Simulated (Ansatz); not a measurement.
## A constructed model of the (0001) surface of wurtzite CdS (in the relaxation 1 O–S bonds broke), Cd-terminated, 2x2 O adatom at T4 (bottom of the slab: 2 H on 4 bottom sites)

Computed with PBE (plane waves to 420 eV, PAW; Ansatz, a program for electronic structure).

Set-up: 35 atoms, 13.5 Å thick at the start with caps and adatoms (thin: gaps and levels are the slab's own); mesh 3x3x1; 0.025 eV smearing; dipole correction on; 8 atoms held, the rest relaxed; held to the start's symmetry, so lower structures may exist; no spin, no spin-orbit, no U. It is one candidate, not shown to be the stable structure of the face.

| Item | Value |
|---|---|
| gap of the slab on its k-mesh | 0.51 eV |
| highest filled level below the top vacuum level | 5.21 eV |
| energy released by relaxation | 2.76 eV |
| cost | around 25 core-minutes (rough) |
